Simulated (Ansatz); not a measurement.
Take CdI$_{2}$ in the CdI2 type structure (space group P-3m1, No. 164; a = 4.153 Å, c = 6.551 Å; layered, stacked along the Cartesian z axis) as the base. Axes: x lies along a and z along c of the hexagonal cell.

Method: Ansatz (a first-principles code) PBEsol-D3(BJ), no SOC.

Strains are applied to the cell and any free atomic positions relax; under biaxial strain the out-of-plane vector relaxes too.

One change was made to it. Results:

```csv
quantity,base,after
smallest direct gap,2.56 eV,2.11 eV
"pressure (mean of the normal stresses, compression positive)",0.00 GPa,-1.00 GPa
shortest interatomic distance,2.946 Å,2.971 Å
```

Task: Which of these changes matches the shifts?
(A) biaxial strain −1.50 %, plane normal [001], relaxed out of plane
(B) biaxial strain +3.00 %, plane normal [001], relaxed out of plane
(C) biaxial strain +1.50 %, plane normal [001], relaxed out of plane

Result: B, biaxial strain +3.00 %, plane normal [001], relaxed out of plane. For comparison, the smallest direct gap in the other runs: biaxial strain +1.50 %, plane normal [001], relaxed out of plane gives 2.33 eV; biaxial strain −1.50 %, plane normal [001], relaxed out of plane gives 2.64 eV.

Spin-orbit coupling, missing from the scalar runs, can matter with I. Whether these cells are dynamically stable was not tested.
